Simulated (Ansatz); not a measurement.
**Hypothetical diamond Zn, thickness series**

Start from Zn in the diamond structure (space group Fd-3m, No. 227; a = 5.6554 Å; a hypothetical phase, not in the database extracts checked). Axes: x, y, z lie along the cube axes.

Free-standing slabs (2 atom(s) a layer) normal to [110] with 15 Å of vacuum; in-plane cell held at bulk.

Calculations: PBEsol (Ansatz, a first-principles code), spin-orbit coupling left out.

Computed cases, in order: 1 layer; 2 layers; 3 layers; 4 layers; 5 layers; 6 layers; 7 layers.

### Question
Between which two neighbouring cases does the band gap open or close?

### Answer
Between 1 layer (0.48 eV) and 2 layers (zero). The whole series: 1 layer: 0.48 eV; 2 layers: zero; 3 layers: zero; 4 layers: zero; 5 layers: zero; 6 layers: zero; 7 layers: zero.

Stability against distortions was not tested.
